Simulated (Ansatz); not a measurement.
Thermal expansion of TaC (rock salt, Fm-3m)

Method: the quasi-harmonic free energy, Ansatz (a first-principles code), PBEsol functional, plane-wave PAW; phonon mesh 4×4×4, k mesh 12×12×12. Spin-orbit coupling is not included.

```tsv
T (K)	α_L (10⁻⁶/K)	C_P (J/mol/K)	bulk modulus B_T (GPa)	γ
100	3.3	19.0	337	2.31
200	4.8	29.8	334	2.15
300	5.9	37.9	330	2.06
400	6.6	42.8	326	2.03
500	7.0	45.9	321	2.01
600	7.4	47.9	316	2.01
700	7.7	49.4	311	2.01
800	8.0	50.6	306	2.02
900	8.2	51.6	301	2.03
1000	8.5	52.5	295	2.04
```

```
Item                                             Result
---------------------------------------  --------------
conventional lattice constants at 300 K     a = 4.452 Å
entropy at 300 K                         43.4 J/(mol K)
adiabatic bulk modulus at 300 K                 334 GPa
bulk modulus without vibrations                 344 GPa
zero-point volume expansion                      0.51 %
```

Computed at 300 K against measurement: lattice constant a 4.452 computed, 4.456 measured Å (-0.1 %; Wikipedia, Lattice constant (list at 300 K)).  

Zero-point expansion is included. Terms beyond the volume dependence of harmonic modes are not.

No phase change or melting is allowed for: the numbers belong to this structure as given.

The PAW data sets were generated under PBE and serve the other functionals too.
